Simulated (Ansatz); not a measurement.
We consider NaF (model structure, started from the CsCl type, Pm-3m, No. 221, 2 atoms in the cell), described by LDA (Ansatz, a first-principles code, plane waves, PAW).

Settings: plane-wave cutoff 520 eV, 12×12×12 k mesh, Fermi–Dirac smearing 0.01 eV, scalar-relativistic PAW data made under PBE.

The cell is the one relaxed with PBEsol. Conventional cell: a = 2.8166 Å, b = 2.8166 Å, c = 2.8166 Å, α = 90.00°, β = 90.00°, γ = 90.00°.

```xyz
2
Lattice="2.8166 0.0000 0.0000 0.0000 2.8166 0.0000 0.0000 0.0000 2.8166" Properties=species:S:1:pos:R:3 pbc="T T T"
Na     0.0000     0.0000     0.0000
F      1.4083     1.4083     1.4083
```

Problem. List the 8 lowest band energies at Γ above −25 eV (eV, relative to the valence band maximum), grouping those that round alike.

Solution. At Γ: -19.89 (×3), -19.44, -0.34 (×3), 5.64.

Note: the relaxation could raise the start's symmetry but not lower it, so the cell can be a saddle point; cell and atoms aren't relaxed at this level (pressure -4.7 GPa).

A model structure was made by putting elements into a prototype or built by hand; it is no filed structure, need not be a known phase, and can be a saddle point held by its symmetry.
